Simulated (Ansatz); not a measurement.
The parent structure is BAs in the zinc blende structure (space group F-43m, No. 216; a = 4.809 Å).

All numbers come from PBE (Ansatz, a first-principles code, PAW, no SOC).

One change was made to it. Results:

| quantity | base | after |
|---|---|---|
| volume per atom | 13.90 Å³ | 13.81 Å³ |
| smallest direct gap | 3.26 eV | 3.26 eV |
| hole mass (degenerate bands, along [100]) | 0.21, 0.24, 0.24 mₑ (at Γ) | 0.22, 0.24, 0.24 mₑ (at Γ) |

**Question.** What was done to the base?
A) pressure −1 GPa
B) pressure 4.5 GPa
C) pressure 0.9 GPa

**Answer.** C, pressure 0.9 GPa. For comparison, the hole mass in the other runs: pressure 4.5 GPa gives 0.23 mₑ (at Γ); pressure −1 GPa gives 0.21, 0.24, 0.24 mₑ (at Γ).

Load acts through the strain it causes; cell and atoms are relaxed under it. Effective masses come from finite differences of ±0.01 Å⁻¹. No phonon test of stability was made.
